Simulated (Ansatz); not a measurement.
The starting structures come from a database of crystals and need not be the phases stable at ambient conditions.

 Where the default PAW files enter, the runs use the earlier of Ansatz's two default sets.

The decay constant κ of evanescent states in the gap governs leakage through a thin film.

Given:

```yaml
crystal:
  lattice:
    - [3.80633, 0.00000, 0.00000]
    - [-1.90317, 3.29638, 0.00000]
    - [0.00000, 0.00000, 24.91098]
  atoms:
    - { symbol: Zn, position: [0.33333, 0.66667, 0.12484] }
    - { symbol: Zn, position: [0.00000, 0.00000, 0.00025] }
    - { symbol: Zn, position: [0.66667, 0.33333, 0.62481] }
    - { symbol: Zn, position: [0.66667, 0.33333, 0.87526] }
    - { symbol: Zn, position: [0.00000, 0.00000, 0.75001] }
    - { symbol: Zn, position: [0.33333, 0.66667, 0.37527] }
    - { symbol: Zn, position: [0.00000, 0.00000, 0.49996] }
    - { symbol: Zn, position: [0.66667, 0.33333, 0.24997] }
    - { symbol: S, position: [0.66667, 0.33333, 0.34389] }
    - { symbol: S, position: [0.66667, 0.33333, 0.96905] }
    - { symbol: S, position: [0.33333, 0.66667, 0.21849] }
    - { symbol: S, position: [0.00000, 0.00000, 0.59354] }
    - { symbol: S, position: [0.00000, 0.00000, 0.09379] }
    - { symbol: S, position: [0.00000, 0.00000, 0.84380] }
    - { symbol: S, position: [0.33333, 0.66667, 0.46888] }
    - { symbol: S, position: [0.66667, 0.33333, 0.71859] }
```

Space group of this cell: P3m1. The cell is taken as given; by PBEsol its mean pressure is -1.2 GPa.

Transport runs along the normal of the first two printed cell vectors, the (001) plane of the conventional cell.

No gap correction and no spin-orbit coupling; mid-gap values are interpolated between computed energies.

Task: Predict the band gap and the smallest decay constant κ at mid-gap from Ansatz (an electronic-structure program) with PBEsol.

Result: Gap 2.04 eV on a 12×12×2 mesh; κ = 0.141 1/Å, at the zone centre.
